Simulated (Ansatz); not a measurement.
# KTaO3: energy against strain

KTaO3 (cubic perovskite, Pm-3m, 12.659 Å³/atom at rest) under an equal strain ε in the (001) plane with the normal axis free, as in a coherent film. PBEsol in Ansatz, a plane-wave DFT program (PAW, default set), 420 eV, 8×8×8 Γ-centred mesh, Fermi-Dirac smearing 0.05 eV; ions are relaxed within the symmetry of each cell.

Here s stands for strain and y for E less E0.

```
strain (%)  E less E0 (meV/atom)
----------  --------------------
-3.00                          ?
-1.20                       6.02
-0.60                       1.51
0.00                        0.00
0.60                        1.43
1.20                        5.54
```

Taking a parabola for y over the 5 complete rows: Least squares gives y = 0.017 - 0.1733·s + 4.0040·s². Residuals (row less fit): 0.029, -0.052, -0.017, 0.076, -0.035; standard error 0.074 (degrees of freedom: 2). Twice the quadratic coefficient over the volume, 2 × 4.0040 meV × 10⁴ × 0.1602 / 12.659 Å³, is twice the biaxial elastic modulus of this plane = 1013 ± 14 GPa.

**Question.** What does the fit predict for y at s = -3.00, and how far is the calculated value from it?

**Answer.** y = 0.017 - 0.1733 × (-3.0) + 4.0040 × (-3.0)² = 36.573 meV/atom. The calculation gives 39.92 meV/atom, 3.347 meV/atom above the prediction (8.4 % of the range of y in the table). The row lies outside the fitted rows, so this is an extrapolation. From the scatter of the fitted rows alone, a prediction at this place has a standard error of 0.474 meV/atom, so the miss is 7.1 times that.

One order more, fitted to all 11 runs of the series, follows each within 0.04, so the miss is the next term of a smooth law. The primitive cell can neither tilt nor turn polar against its symmetry, as such crystals can under strain. Rows are the converged runs of the series near zero and its far end; series whose fitted rows scatter by over a few per cent of the range, as at a crossing or softening among them, aren't shown in this form. Most that stay on the fit to the last digits aren't either.
